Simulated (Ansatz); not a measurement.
Checking a run of Ansatz (a first-principles code) on CuGe2 (I4/mcm, 6 atoms in the cell). The aim is a self-consistent single point with DFT, PBEsol, plane waves, default PAW files made with PBE.

Cell that was meant: a = 4.8946 Å, b = 4.8946 Å, c = 4.8946 Å, α = 104.16°, β = 104.16°, γ = 120.72°.

Part of the input:

Ansatz 0.2 input:
```yaml
    - { symbol: Cu, position: [0.750000, 0.750000, 0.000000] }
    - { symbol: Cu, position: [0.250000, 0.250000, 0.000000] }
basis:
  ecutwfc: 12.5 Ry
kpoints:
  mp_grid:
    grid: [9, 9, 9]
```

The program printed (abridged):

```
   [... lines left out ...]
PAW frozen core: Cu, regenerated for the run's functional, and the local potential with it
Initial density: superposition of atomic densities (neutral atoms: chi_scale 0, normalization atom), corrected by the library's trained network
Initial wavefunctions: pseudopotential atomic-orbital guess
Eigensolver: davidson
Functional: x = pbesol(κ = 0.804, μ = 0.12345679012345678), c = pbesol(β = 0.046)
SCF iter   1: F=—  HF=-30055.392211 eV  |F-HF|=—  |Δ(HF+E_count)|=         —  Δρ=3.36e-1  dr2=4.63e1  ethr=1.77e-3  ⟨swp⟩=5.7  Hψ=12638  notcnv=0
all-band conjugate gradients solve this SCF's bands
preconditioner: auto → LDOS
SCF iter   2: F=—  HF=-30033.949170 eV  |F-HF|=—  |Δ(HF+E_count)|=    2.14e1  S|Δr|=    0.00e0  Δρ=3.19e-1  dr2=4.30e1  ethr=1.77e-3  ⟨swp⟩=3.4  Hψ=13852  notcnv=0  defer=122
   [... lines left out ...]
SCF iter   7: F=—  HF=-30007.381587 eV  |F-HF|=—  |Δ(HF+E_count)|=   2.30e-4  S|Δr|=    0.00e0  Δρ=8.35e-5  dr2=8.69e-6  ethr=8.55e-7  ⟨swp⟩=2.0  Hψ=5317  notcnv=0  defer=137
SCF iter   8: F=—  HF=-30007.381437 eV  |F-HF|=—  |Δ(HF+E_count)|=   1.50e-4  S|Δr|=    0.00e0  Δρ=1.40e-5  dr2=1.20e-7  ethr=9.25e-9  ⟨swp⟩=2.0  Hψ=5531  notcnv=0  defer=137
SCF iter   9: F=-30007.381437 eV  HF=-30007.381437 eV  |F-HF|=3.64e-9  |Δ(HF+E_count)|=   1.69e-8  S|Δr|=    0.00e0  Δρ=2.86e-6  dr2=5.56e-9  ethr=1.06e-10  ⟨swp⟩=7.7  Hψ=12559  notcnv=0
SCF 1 converged in 9 iterations: F = -30007.381437 eV  dr2 = 5.56e-9
Stability not checked (fill_not_monotonic)
Free energy (F): -30007.381437 eV
Internal energy: -30007.372724 eV  (E = F + TS)
E sigma→0 (E₀):  -30007.378533 eV
Entropy (-TS):   -0.008713 eV (-1.452 meV/atom)
Fermi energy:    13.886383 eV
--- Forces (eV/Å), atoms counted from 1 ---
  atom   1  Ge    -1.59363797    -1.59363797     0.00000000
  atom   2  Ge    -1.59363797     1.59363797    -0.00000000
  atom   3  Ge     1.59363797    -1.59363797     0.00000000
   [... lines left out ...]
  atom   6  Cu     0.00000000     0.00000000     0.00000000
--- Stress (GPa, compression-positive) ---
       11.044302       0.000000       0.000000
        0.000000      11.044302      -0.000000
       -0.000000       0.000000      24.205223
  P = ⅓ Tr σ = 15.4313 GPa (154.313 kbar)
  The stress holds the Pulay correction. Without it, at fixed plane waves, as pw.x and ABINIT print it: P = -1298.3957 GPa
```

**Question.** Can these results be used? Check the input.

**Answer.** The run is not sound. The fault is a basis or grid far too coarse for these potentials. The error of an incomplete plane-wave basis or grid does not cancel at such settings. To fix it, restore the cutoff that the potentials need and check convergence. The run converged in 9 iterations without an error; against the sound input the free energy rises by 30.6 eV/atom, the pressure goes from 8.37 to 15.43 GPa and the largest force goes from 0.208 to 2.254 eV/Å. At a fixed set of plane waves, without the program's Pulay estimate, the pressure is -1298.40 GPa against 8.31 GPa.

The sound input it was made from differs as follows (other fixes are possible):
```diff
-  ecutwfc: 12.5 Ry
+  ecutwfc: 30.9 Ry
```

With that input, the run converged in 8 iterations: free energy E − TS (on the zero of these files) -30190.7096 eV; Fermi level (on the code's own zero) 14.80 eV; pressure 8.37 GPa; largest force (vector length) 0.208 eV/Å (DFT, PBEsol, plane waves, default PAW files made with PBE).

On the sound input: the starting cell was generated: these elements placed on a structure prototype, without a prior relaxation; it need not be a known phase or ordering of this composition. Spin polarisation is off. With a pressure of about 8 GPa the cell is away from its equilibrium volume at this level. Ansatz's pressure includes its estimate of the finite-basis (Pulay) stress.
